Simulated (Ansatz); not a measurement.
The structure below was relaxed with r2SCAN (Ansatz, a first-principles code), without spin-orbit coupling, at pressure 22.5 GPa.

```yaml
crystal:
  lattice:
    - [0.00000, 2.97224, 2.97224]
    - [2.97224, 0.00000, 2.97224]
    - [2.97224, 2.97224, 0.00000]
  atoms:
    - { symbol: Te, position: [0.50000, 0.50000, 0.50000] }
    - { symbol: Pb, position: [0.00000, 0.00000, 0.00000] }
```

Find the space group and the Wyckoff positions.

Space group Fm-3m (No. 225); a = b = c = 5.944 Å, α = β = γ = 90.00°

| atom | site | symmetry | x | y | z |
|---|---|---|---|---|---|
| Te | 4b | m-3m | 0.5000 | 0.5000 | 0.5000 |
| Pb | 4a | m-3m | 0.0000 | 0.0000 | 0.0000 |

Load acts through the strain it causes; cell and atoms are relaxed under it. No phonon test of stability was made. Competing high-pressure phases were not computed. The cell was made from PbTe in the rock salt structure (space group Fm-3m, No. 225) by this change: pressure 22.5 GPa.
